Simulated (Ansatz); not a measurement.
## C11b WSi₂

The numbers are results of PBE (Ansatz, an electronic-structure program, PAW), not measurements.

Run with plane-wave cutoff 520 eV, 28×28×28 k mesh, Fermi–Dirac smearing 0.042 eV (set by the program), no spin polarisation, scalar-relativistic PAW data made under PBE.

Cell (relaxed at this level):

```xyz
3
Lattice="-1.6145 1.6145 3.9337 1.6145 -1.6145 3.9337 1.6145 1.6145 -3.9337" Properties=species:S:1:pos:R:3 pbc="T T T"
Si     0.0000     0.0000     5.2354
Si     0.0000     0.0000     2.6321
W      0.0000     0.0000     0.0000
```

```
Item                                         Value
----------------------------------------  --------
elastic constant C11                       421 GPa
elastic constant C12                       114 GPa
elastic constant C13                      91.8 GPa
elastic constant C33                       529 GPa
elastic constant C44                       200 GPa
elastic constant C66                       200 GPa
Voigt–Reuss–Hill bulk modulus              218 GPa
polycrystal shear modulus (Hill average)   190 GPa
Young modulus                              442 GPa
Poisson ratio                                0.162
```

Measured, for comparison: elastic constant C11 443 GPa, elastic constant C12 122 GPa, elastic constant C13 81 GPa, elastic constant C33 552 GPa, elastic constant C44 212 GPa, elastic constant C66 218 GPa (temperature not stated, no zero-point or thermal correction; as tabulated in Friák et al. (2018), doi:10.3390/nano8121057). Computed (rounded) less measured: elastic constant C11 -5 %, elastic constant C12 -7 %, elastic constant C13 +13 %, elastic constant C33 -4 %, elastic constant C44 -6 %, elastic constant C66 -8 %.

Elastic constants are with the ions relaxed.

Spin–orbit coupling is not included.

Computed values are for the static lattice.

Computing time: around 50 core-minutes (rough).
